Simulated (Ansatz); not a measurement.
System: BP (P6₃mc, No. 186, 4 atoms in the cell; start mp-1008559; a measured phase of this formula has another space group). Method: PBE0 (Ansatz, a quantum-chemistry and plane-wave program, plane waves, PAW).

Input file:

Ansatz 0.2 input:
```yaml
crystal:
  lattice:
    - [3.1792351178, 0.0, 0.0]
    - [-1.5896175589, 2.7532983766, 0.0]
    - [0.0, 0.0, 5.2742743962]
  atoms:
    - { symbol: B, position: [0.6666666667, 0.3333333333, 0.5004521518] }
    - { symbol: B, position: [0.3333333333, 0.6666666667, 0.0004521518] }
    - { symbol: P, position: [0.6666666667, 0.3333333333, 0.8745478482] }
    - { symbol: P, position: [0.3333333333, 0.6666666667, 0.3745478482] }
basis:
  ecutwfc: 460
  ecutrho_ratio: 4
  xc_grid: 2
kpoints:
  mp_grid: { grid: [9, 9, 6] }
hamiltonian:
  xc: pbe0
  dispersion: none
  pseudopotentials: { kind: paw }
scf:
  occupations: { method: fermi_dirac, width: 0.01 }
  convergence: { dr2_threshold: 0.0000000004 }
output:
  forces: true
  stress: true
  eigenvalues: true
```

Q: How many irreducible k-points, plane waves at Γ does the program set up, and what pressure does the run end with?

A: 48 irreducible k-points, 1051 plane waves at Γ; P = 0.38 GPa, so the cell is compressed on average and its volume would grow at this level.

Output (set-up and result lines):

```
WARN output.stress: scf.exx.energy_threshold = 1e-6 eV is looser than the 4e-8 eV advised for a stress under a hybrid functional (1e-8 eV for each atom of the …
Crystal: 4 atoms, lattice volume = 46.168 Å³
Basis set: ecut = 460 eV, 1051 PW (Γ), exchange–correlation on 48×48×80 points (8 copies of the dense FFT grid, shifted against one another)
Bands: 12, of which v1, the nominal top of the filled ones, is band 8 counted from 1 (7 counted from 0)
Symmetry: 12 space group operations
Space group: P63mc (ITA 186), of the structure as read, at distance tolerance 3.6e-5 Å
k-points: 48 of 486 (time reversal used)
Functional: x = pbe(κ = 0.804, μ = 0.2195149727645171), c = pbe(β = 0.06672455060314922), warm-up for x = 0.75 pbe(κ = 0.804, μ = 0.2195149727645171) + 0.25 exact, c = pbe(β = 0.06672455060314922)
SCF iter   1: F=—  HF=-1824.835268 eV  |F-HF|=—  |Δ(HF+E_count)|=         —  Δρ=1.72e-3  dr2=8.60e-4
SCF iter   2: F=—  HF=-1824.835445 eV  |F-HF|=—  |Δ(HF+E_count)|=   1.77e-4  Δρ=7.24e-4  dr2=1.14e-4
  ...
Crystal: 4 atoms, lattice volume = 46.168 Å³
Initial density: handed on by an earlier stage of this run
Functional: x = 0.75 pbe(κ = 0.804, μ = 0.2195149727645171) + 0.25 exact, c = pbe(β = 0.06672455060314922)
Crystal: 4 atoms, lattice volume = 46.168 Å³
SCF iter   4: F=—  HF=-1826.684126 eV  |F-HF|=—  |Δ(HF+E_count)|=   1.83e-8  Δρ=1.20e-6  dr2=6.89e-10
SCF iter   5: F=-1826.684126 eV  HF=-1826.684126 eV  |F-HF|=2.73e-12  |Δ(HF+E_count)|=  2.55e-10  Δρ=1.09e-7  dr2=7.62e-11
SCF 3 converged in 5 iterations: F = -1826.684126 eV  dr2 = 7.62e-11
Free energy (F): -1826.684126 eV
Internal energy: -1826.684126 eV  (E = F + TS)
E sigma→0 (E₀):  -1826.684126 eV
Fermi energy:    10.180463 eV
--- Stress (GPa, compression-positive) ---
        0.457549       0.000000       0.000000
       -0.000000       0.457549       0.000000
        0.000000       0.000000       0.232214
  P = ⅓ Tr σ = 0.3824 GPa (3.824 kbar)
```

The PAW data were made under PBE.

Note: cell and atoms aren't relaxed at this level (pressure 0.4 GPa).

It cost around 2.3 core-minutes (rough) of CPU time.

A start named mp-… is a Materials Project structure, which need not be a measured phase.
